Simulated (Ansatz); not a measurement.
A relaxation of cell and atoms of CaC2 (R-3m, 3 atoms in the cell) with Ansatz (an electronic-structure program).

Method: PBEsol, default PAW files made with PBE (plane waves; Ansatz).

The change in words: atoms on their sites; relax: default → cell and atoms. Reference geometry:
```yaml
crystal:
  lattice:
    - [1.93468, 1.11699, 3.93410]
    - [-1.93468, 1.11699, 3.93410]
    - [0.00000, -2.23397, 3.93410]
  atoms:
    - { symbol: Ca, position: [0.00424, 0.00424, 0.00424] }
    - { symbol: C, position: [0.55291, 0.55291, 0.55291] }
    - { symbol: C, position: [0.44709, 0.44709, 0.44709] }
```

Reference input (self-consistent single point, DFT, PBEsol, plane waves, default PAW files made with PBE): basis.ecutwfc = 420 eV; kpoints.mp_grid.grid = 8 8 8; hamiltonian.xc = pbesol; hamiltonian.pseudopotentials = {kind: paw} (the program's default PAW files); scf.occupations.method = fermi_dirac; scf.occupations.width = 0.05 eV. This run's input differs from it in these lines:

```diff
@@ -7,3 +7,3 @@
   atoms:
-    - { symbol: Ca, position: [0.00423600, 0.00423600, 0.00423600] }
+    - { symbol: Ca, position: [0.00000000, 0.00000000, 0.00000000] }
     - { symbol: C, position: [0.55291300, 0.55291300, 0.55291300] }
@@ -19,2 +19,4 @@
   occupations: { method: fermi_dirac, width: 0.05 }
+relax:
+  cell: {}
 output:
```

Output, abridged:

```
   [... SCF lines of the steps left out ...]
relax step   1: F+E_penalty+E_count = -2286.74273426 eV  Δ(F+E_penalty+E_count) = +0.000e0 eV  max|allowed force component| = 4.762e-1 eV/Å  Δτ_max = 0.0000 Å  P = -1.354 GPa  Ω = 51.010 Å³  (6 SCF iters, dr2 threshold 1.00e-7 eV, accepted)
relax step   2: F+E_penalty+E_count = -2286.75312639 eV  Δ(F+E_penalty+E_count) = -1.039e-2 eV  max|allowed force component| = 8.756e-2 eV/Å  Δτ_max = 0.0118 Å  P = +1.252 GPa  Ω = 48.345 Å³  energy of the carried Pulay correction = +3.420e-3 eV  (6 [...]
   [... lines left out ...]
relax step   6: F+E_penalty+E_count = -2286.75438505 eV  Δ(F+E_penalty+E_count) = -6.923e-5 eV  max|allowed force component| = 1.415e-3 eV/Å  Δτ_max = 0.0003 Å  P = -0.001 GPa  Ω = 49.328 Å³  energy of the carried Pulay correction = +6.035e-5 eV  (6 [...]
relax step   7: F+E_penalty+E_count = -2286.75433614 eV  Δ(F+E_penalty+E_count) = +4.891e-5 eV  max|allowed force component| = 1.361e-3 eV/Å  Δτ_max = 0.0000 Å  P = -0.002 GPa  Ω = 49.328 Å³  stress off target by 3.15e-3 GPa  SCF on the basis [...]
basis re-selected at this cell: Δ(F+E_penalty+E_count) = +4.891e-5 eV, ΔP = -0.001 GPa vs the last step
the relaxation is at rest under the 12 symmetry operations that the run kept from its start: a minimum is not shown …
Stability not checked: this state was not tested for a lower state beside it, because too few of the mixer's solves of this state at the end of the SCF gave a …
Free energy (F): -2286.754336 eV
Internal energy: -2286.754336 eV  (E = F + TS)
   [... lines left out ...]
Fermi energy:    5.823663 eV
  cell:  # Å, volume = 49.3276 Å³
   [... lines left out ...]
    - [-1.9120537190383704, 1.1039247293918282, 3.894929016677694]
    - [-4.521822831047498e-33, -2.2078494587836563, 3.894929016677694]
  atoms:
    - { symbol: Ca, position: [-1.5262744574912067e-20, -1.5262744574911567e-20, -1.5262744574911808e-20] }
    - { symbol: C, position: [0.5536116823240352, 0.5536116823240352, 0.5536116823240352] }
    - { symbol: C, position: [0.4463883176759649, 0.4463883176759649, 0.4463883176759649] }
```

The run converged.  The full log also holds: “iter 5 did not close the SCF: its close was put off for the readings that it lacked (scf_convergence_deferred on its scf_iter line)”. The full log also holds: “iter 5 did not close the SCF: its close was put off for the readings that it lacked (scf_convergence_deferred on its scf_iter line)”.

Summary of the result:
```
Quantity                                                                           Result
------------------------------------------------  ---------------------------------------
Free energy E − TS (on the zero of these files)                             -2286.7543 eV
Top of the valence band (on the code's own zero)                                  4.59 eV
Gap on the k-point mesh                                                           2.51 eV
Pressure                                                                         0.00 GPa
Largest force (vector length)                                                  0.001 eV/Å
Final cell                                        a = b = c = 4.477 Å, α = β = γ = 50.56°
Final volume per atom                                                            16.44 Å³
Relaxation steps                                                                        7
```

The starting cell comes from a database of computed structures (which also holds hypothetical and non-ambient phases and stackings), without a prior relaxation at this level. Its lattice was rescaled by up to half a per cent. The relaxation keeps the symmetry of its start, so its end need not be a minimum. Ansatz's pressure includes its estimate of the finite-basis (Pulay) stress.

Keys are those of Ansatz 0.2.
